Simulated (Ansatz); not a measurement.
The starting structures come from a database of crystals and need not be the phases stable at ambient conditions.

By PBEsol, the system below comes out a metal.

Without scattering a metal conducts by its projected Fermi surface.

Here is the system:

```
CELL_PARAMETERS angstrom
      2.82624     0.00000     0.00000
      0.00000     4.56737     0.00000
      0.00000    -2.28369     3.95546
ATOMIC_POSITIONS crystal
  Ti 0.00000 0.00000 0.00000
  Ti 0.50000 0.66667 0.33333
  Ti 0.50000 0.33333 0.66667
```

The cell is taken as given; by PBEsol it stands under a pressure of -3.7 GPa.

The current flows along the normal of the first two printed cell vectors, the (100) plane of the conventional cell. No spin-orbit coupling; the value is a mean over 0.1 eV about the Fermi level.

Q: Estimate the ballistic conductance per area that Ansatz (a program for electronic structure) with PBEsol returns for this system.

A: 0.49 × 10¹⁵ S/m² for both spins.
